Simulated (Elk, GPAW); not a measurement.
A GPAW input for a self-consistent single point of InSb (F-43m, 2 atoms in the cell) (DFT PBE, plane waves, GPAW PAW datasets PBE (gpaw-data 1.0.1)):

```python
from ase import Atoms
from ase.units import GPa
from gpaw import GPAW, PW, FermiDirac

atoms = Atoms(['In', 'Sb'],
              cell=[[0.000000, 3.346791, 3.346791],
                    [3.346791, 0.000000, 3.346791],
                    [3.346791, 3.346791, 0.000000]],
              scaled_positions=[[0.000000, 0.000000, 0.000000],
                                [0.250000, 0.250000, 0.250000]],
              pbc=True)

calc = GPAW(mode=PW(600),
            xc='PBE',
            kpts=(9, 9, 9),
            occupations=FermiDirac(0.1),
            nbands=-6,
            convergence={'density': 1e-05, 'energy': 1e-05},
            symmetry={'symmorphic': False, 'tolerance': 0.0005},
            maxiter=120)

atoms.calc = calc

energy = atoms.get_potential_energy()
print('Energy (eV):', round(energy, 6))
forces = atoms.get_forces()
print('Forces (eV/Ang):')
print(forces.round(5))
stress = atoms.get_stress()
print('Stress (GPa, Voigt):', (stress / GPa).round(4))
```

### Question
Translate this input to Elk.

### Answer
This is the input that was run; spellings and numerical settings could be chosen otherwise.

```
tasks
  0

xctype
  20

rgkmax
  7.5

gmaxvr
  14.0

nxlo
  2

lorbcnd
  .true.

rmtscf
  0.99

lmaxi
  2

swidth
  0.00367493

maxscl
  100

scale
  1.889726125

avec
    0.0000000000    3.3467910000    3.3467910000
    3.3467910000    0.0000000000    3.3467910000
    3.3467910000    3.3467910000    0.0000000000

atoms
  2
  'In.in'
  1
  0.0000000000  0.0000000000  0.0000000000    0.0 0.0 0.0
  'Sb.in'
  1
  0.2500000000  0.2500000000  0.2500000000    0.0 0.0 0.0

ngridk
  9 9 9
```

Basis settings and potentials, where a program has them, do not carry over. This input uses DFT, PBE, all-electron FP-LAPW, Elk's shipped species files, APW+lo basis with extra local orbitals.

The starting cell comes from a database of computed structures (which also holds hypothetical and non-ambient phases and stackings), without a prior relaxation at this level. Its lattice was rescaled by a random factor within 2.5 % of one.
